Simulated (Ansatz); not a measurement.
SiO2: response to strain

Take SiO₂ (space group P3_221, No. 154) as the base.

```
SiO2
1.0
    5.02211     0.00000     0.00000
   -2.51105     4.34927     0.00000
    0.00000     0.00000     5.51028
Si O
3 6
Direct
  0.47673   0.47673   0.00000
  0.52327   0.00000   0.66667
  0.00000   0.52327   0.33333
  0.41453   0.15915   0.87178
  0.84085   0.25538   0.53845
  0.15915   0.41453   0.12822
  0.58547   0.74462   0.79488
  0.25538   0.84085   0.46155
  0.74462   0.58547   0.20512
```

Strains are applied to the cell and any free atomic positions relax.

Calculations: PBE in Ansatz (plane waves to 420 eV, PAW, scalar-relativistic without spin-orbit coupling).

```csv
isotropic strain (%),band gap (eV)
-3,5.93
-2.25,?
-1.5,5.80
-0.75,5.74
0,5.68
```

Question: Fit E_g = E₀ + Dε (ε in %) to the rows shown and predict the withheld row.

Answer: Least squares on the printed values gives E₀ = 5.68 eV, D = -83.4 meV per % of strain (largest residual 0.00 eV); this predicts 5.87 eV, and the run gives 5.86 eV, in agreement.

Gaps are Kohn–Sham eigenvalue differences; semilocal functionals usually give less than the measured gap. Whether these cells are dynamically stable was not tested.

Ansatz is an electronic-structure program.
